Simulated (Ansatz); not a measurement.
## Hypothetical P6_3/mmc SiS2: pressure 30 GPa

The parent structure is SiS2 in the 2H-MoS2 type structure (space group P6_3/mmc, No. 194; a = 3.224 Å, c = 12.153 Å; a hypothetical phase, not in the database extracts checked; layered, stacked along the Cartesian z axis).

Now apply this change: cell and atoms relaxed at a pressure of 30 GPa.

Calculations: r2SCAN+rVV10 (Ansatz, an electronic-structure program), no SOC. k-mesh 17×17×4 (Γ-centred); smearing 0.05 eV (Fermi–Dirac).

The volume per atom decreases by 4.767 Å³, from 18.23 Å³ to 13.47 Å³ and the density rises by 0.99 g/cm³ to 3.79 g/cm³. The lattice parameter a shrinks by 0.182 Å, from 3.224 Å to 3.042 Å and the c/a ratio falls by 0.4559 (3.769 → 3.314). The shortest interatomic distance falls by 0.106 Å, from 2.359 Å to 2.253 Å and the enthalpy H = E + PV relative to the base's energy comes out as +2.84 eV/atom. The band gap stays zero.

Load acts through the strain it causes; cell and atoms are relaxed under it. No phonon test of stability was made. Competing high-pressure phases were not computed. The final runs are not spin-polarised. Gaps under 0.05 eV, about the width of the smearing, are given as zero. The zero or small gap of SiS2 can change with the level of theory.
